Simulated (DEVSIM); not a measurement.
Structure: abrupt Si p-n junction, at 300 K.

```csv
layer (left to right),material,thickness (μm),Nd (cm⁻³),Na (cm⁻³),τn (s),τp (s)
1,Si,3.70,-,1.3e18,1.6e-5,1.6e-5
2,Si,230,8e17,-,1.6e-5,1.6e-5
```

Left contact: ohmic. Right contact: ohmic. Voltage is applied to the left contact. Recombination: SRH at mid-gap, radiative, Auger. Mobility is μmin + (μ − μmin)/(1 + (N/Nref)^α).

This is a model device: material constants are rounded textbook-type values typed into the input, and sizes, dopings and lifetimes were drawn at random. Values at 300 K.

| parameter | Si |
|---|---|
| gap (eV) | 1.124 |
| affinity (eV) | 4.05 |
| permittivity | 11.7 |
| Nc (cm⁻³) | 2.86e19 |
| Nv (cm⁻³) | 3.1e19 |
| μn (cm²/Vs) | 1417 |
| μp (cm²/Vs) | 470 |
| μn,min | 52 |
| μp,min | 45 |
| Nref,n | 9.7e16 |
| Nref,p | 2.2e17 |
| αn | 0.68 |
| αp | 0.72 |
| B (cm³/s) | 4.7e-15 |
| Cn (cm⁶/s) | 2.8e-31 |
| Cp (cm⁶/s) | 9.9e-32 |

Simulated with DEVSIM: 1D drift-diffusion, Boltzmann statistics, complete ionisation; no tunnelling, impact ionisation, image-force lowering or self-heating.

The thickness of layer 2 was swept, all else fixed.

| thickness of layer 2 (μm) | dark forward voltage at 100 A/cm² (V) |
|---|---|
| 46 | 0.878 |
| 80 | 0.887 |
| 140 | 0.900 |
| 230 | 0.924 |
| 390 | 0.963 |
| 690 | 1.037 |
| 1200 | 1.163 |

From the first row to the last the dark forward voltage at 100 A/cm² goes from 0.878 to 1.163.
